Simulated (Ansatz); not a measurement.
# A constructed model of the (110) surface of bcc Mo, a cell of two sites (a+b, b-a) layer of F, one a cell, on the site that continues the host's stacking (bottom of the slab: a bare face, its two planes held)

Computed with PBE (plane waves to 420 eV, PAW; Ansatz, a first-principles code).

Slab: 13 atoms, 12.7 Å thick at the start with caps and adatoms (thin: gaps and levels are the slab's own); k 12x9x1, smearing 0.1 eV, dipole-corrected; 4 atoms held, the rest relaxed; symmetry of the start imposed; no spin, no spin-orbit, no U. It is one candidate, not shown to be the stable structure of the face.

```
Property                                             Result
-----------------------------  ----------------------------
work function of the top face                       4.99 eV
energy released by relaxation                       0.11 eV
cost                           very roughly 11 core-minutes
```
